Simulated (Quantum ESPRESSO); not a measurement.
A self-consistent single point of YMoC₂ (Pnma, 16 atoms in the cell) with Quantum ESPRESSO.

Computed with PBEsol, GBRV 1.5 ultrasoft (PBESOL) pseudopotentials (plane waves; Quantum ESPRESSO 7.5).

```
YMoC2
1.0
    5.70339     0.00000     0.00000
    0.00000     3.39678     0.00000
    0.00000     0.00000    10.75279
Y Mo C
4 4 8
Cartesian
  3.34726   0.84920   3.89423
  2.35613   2.54759   6.85856
  5.20782   2.54759   9.27063
  0.49557   0.84920   1.48216
  5.14212   0.84920   6.56135
  0.56127   2.54759   4.19144
  3.41297   2.54759   1.18496
  2.29042   0.84920   9.56783
  3.75038   0.84920   8.03674
  1.95301   2.54759   2.71605
  4.80471   2.54759   2.66035
  0.89868   0.84920   8.09244
  1.26108   0.84920   5.18295
  4.44231   2.54759   5.56984
  1.59062   2.54759  10.55935
  4.11277   0.84920   0.19344
```

Reference input (self-consistent single point, DFT, PBEsol, plane waves, GBRV 1.5 ultrasoft (PBESOL) pseudopotentials): ecutwfc = 40 Ry; ecutrho = 320 Ry; occupations = smearing; smearing = gauss; degauss = 0.0099958 Ry; potentials = {Y: y_pbesol_v1.4.uspp.F.UPF, Mo: mo_pbesol_v1.uspp.F.UPF, C: c_pbesol_v1.2.uspp.F.UPF}; K_POINTS = automatic 5 8 3 1 1 1; conv_thr = 1e-09 Ry; mixing_beta = 0.7. This run's input differs from it in these lines:

```diff
@@ -17,3 +17,3 @@
   smearing = 'gauss'
-  degauss = 0.0099958
+  degauss = 0.002205
 /
@@ -49,3 +49,3 @@
 K_POINTS automatic
-5 8 3  1 1 1
+6 9 3  1 1 1
```

Output (repeated stretches shortened):

```
     Self-consistent Calculation

     iteration #  1     ecut=    40.00 Ry     beta= 0.70

---- Real-time Memory Report at c_bands before calling an iterative solver
           482 MiB given to the printing process from OS
           331 MiB allocation reported by mallinfo(arena+hblkhd)
------------------

     negative rho (up, down):  6.206E-04 0.000E+00

     total energy              =   -1017.49904031 Ry
     estimated scf accuracy    <       4.66347613 Ry

     iteration #  2     ecut=    40.00 Ry     beta= 0.70

---- Real-time Memory Report at c_bands before calling an iterative solver
   [... lines left out ...]

---- Real-time Memory Report at c_bands before calling an iterative solver
           766 MiB given to the printing process from OS
           385 MiB allocation reported by mallinfo(arena+hblkhd)
------------------

     total energy              =   -1020.16555233 Ry
     estimated scf accuracy    <          1.7E-09 Ry

     iteration # 15     ecut=    40.00 Ry     beta= 0.70

---- Real-time Memory Report at c_bands before calling an iterative solver
           767 MiB given to the printing process from OS
           385 MiB allocation reported by mallinfo(arena+hblkhd)
------------------
     End of self-consistent calculation

     the Fermi energy is    15.0219 ev

!    total energy              =   -1020.16555233 Ry
     estimated scf accuracy    <          3.7E-10 Ry
     smearing contrib. (-TS)   =      -0.00032117 Ry
     internal energy E=F+TS    =   -1020.16523116 Ry

     convergence has been achieved in  15 iterations

     Forces acting on atoms (cartesian axes, Ry/au):

     atom    1 type  1   force =     0.00032033   -0.00000000    0.00354425
     atom    2 type  1   force =    -0.00032033    0.00000000   -0.00354425
     atom    3 type  1   force =    -0.00032033   -0.00000000    0.00354425
     atom    4 type  1   force =     0.00032033   -0.00000000   -0.00354425
     atom    5 type  2   force =     0.00370441    0.00000000   -0.00479347
   [... lines left out ...]

     Total force =     0.017539     Total SCF correction =     0.000067

          total   stress  (Ry/bohr**3)                   (kbar)     P=      -54.78
  -0.00035994   0.00000000   0.00000000          -52.95        0.00        0.00
   0.00000000  -0.00037690   0.00000000            0.00      -55.44        0.00
   0.00000000   0.00000000  -0.00038038            0.00        0.00      -55.96

   JOB DONE.
```

The run converged in 15 iterations. Against the reference run the free energy stays essentially unchanged (within 1 meV/atom), the pressure stays near -5.48 GPa while the xx stress (positive for compression) goes from -5.83 to -5.29 GPa and the largest force goes from 0.145 to 0.156 eV/Å.

The starting cell comes from a database of computed structures (which also holds hypothetical and non-ambient phases and stackings), without a prior relaxation at this level. Spin polarisation is off. With a pressure of about -5 GPa the cell is away from its equilibrium volume at this level.

Cost on one core of a shared machine: roughly 10 min.
